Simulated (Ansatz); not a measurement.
CaTiO3 (Imma, No. 74, 10 atoms in the cell; start mp-556003; a measured phase of this formula has another space group) was calculated with PBEsol (Ansatz, an electronic-structure program, PAW).

Run with plane-wave cutoff 520 eV, 10×10×10 k mesh, Fermi–Dirac smearing 0.01 eV, no spin polarisation, scalar-relativistic PAW data made under PBE.

Cell (relaxed with PBEsol):

```
CaTiO3
1.0
   -2.70189     3.78508     2.70569
    2.70189    -3.78508     2.70569
    2.70189     3.78508    -2.70569
Ca Ti O
2 2 6
Direct
  0.73699   0.98699   0.75000
  0.26301   0.01301   0.25000
  0.00000   0.50000   0.50000
  0.50000   0.50000   0.00000
  0.70291   0.50000   0.70291
  0.29709   0.50000   0.29709
  0.29709   0.00000   0.79709
  0.70291   0.00000   0.20291
  0.83646   0.58646   0.25000
  0.16354   0.41354   0.75000
```

Question: What does this level give for the band gap, smallest direct gap on the k points sampled and direct gap at Γ?

Answer: 
- band gap: 2.25 eV (indirect)
- smallest direct gap on the k points sampled: 2.33 eV
- direct gap at Γ: 2.34 eV

The computed numbers hold no vibrational or temperature effects.

A start named mp-… is a Materials Project structure, which need not be a measured phase.
